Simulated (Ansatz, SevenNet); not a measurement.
For rock-salt ZrN, the machine-learned potential SevenNet-0 (trained on PBE and PBE+U data) gives:

lattice parameter a: 4.616 Å
elastic constant C11: 461 GPa
elastic constant C44: 77.3 GPa
Voigt–Reuss–Hill shear modulus: 101 GPa

Problem. What does HSE06 in Ansatz (plane waves, PAW) give for the same quantities?

Solution. 
- lattice constant a: 4.562 Å (shrinks by 1.2 %)
- elastic constant C11: 586 GPa (grows by 27 %)
- elastic constant C44: 143 GPa (goes up by 85 %)
- Voigt–Reuss–Hill shear modulus: 174 GPa (rises by 72 %)

For comparison: lattice constant a 4.575 Å (measured, temperature not stated, not corrected to a static lattice, relaxed epitaxial film; as tabulated in Mei et al., J. Vac. Sci. Technol. A 31, 061516 (2013)); elastic constant C11 471 GPa (measured, temperature not stated, not corrected to a static lattice; as tabulated in Wu et al. (2005), arXiv:cond-mat/0412374); elastic constant C44 138 GPa (measured, temperature not stated, not corrected to a static lattice; as tabulated in Wu et al. (2005), arXiv:cond-mat/0412374).

Changes are worked out from the printed values.

Unless a cell is named, each level is at its own relaxed cell (SevenNet-0 12.29, HSE06 11.87 Å³/atom).

Caveats: hybrids on metals are sensitive to the k mesh (HSE06). Ansatz's density-functional and Hartree–Fock values are scalar-relativistic unless marked +SOC, with PAW data made under PBE.

Ansatz is a quantum-chemistry and plane-wave program.
